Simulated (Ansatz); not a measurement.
The structure below was relaxed with PBEsol (Ansatz, a program for electronic structure), spin-orbit coupling left out.

Space group F-43m (No. 216); a = 6.0872 Å, b = 6.0872 Å, c = 6.0872 Å, α = 90.00°, β = 90.00°, γ = 90.00°

```csv
atom,site,symmetry,x,y,z
P,4d,-43m,0.7500,0.7500,0.7500
Lu,4a,-43m,0.0000,0.0000,0.0000
```

Problem. Write out a cell with all atoms.

Solution. 
```
LuP
1.0
    6.08719     0.00000     0.00000
    0.00000     6.08719     0.00000
    0.00000     0.00000     6.08719
P Lu
4 4
Direct
  0.25000   0.25000   0.75000
  0.25000   0.75000   0.25000
  0.75000   0.25000   0.25000
  0.75000   0.75000   0.75000
  0.00000   0.00000   0.00000
  0.00000   0.50000   0.50000
  0.50000   0.00000   0.50000
  0.50000   0.50000   0.00000
```
This is the conventional cell.

Whether these cells are dynamically stable was not tested. The cell was made from AlP by this change: Al → Lu; the result is a hypothetical phase, not in the database extracts checked.
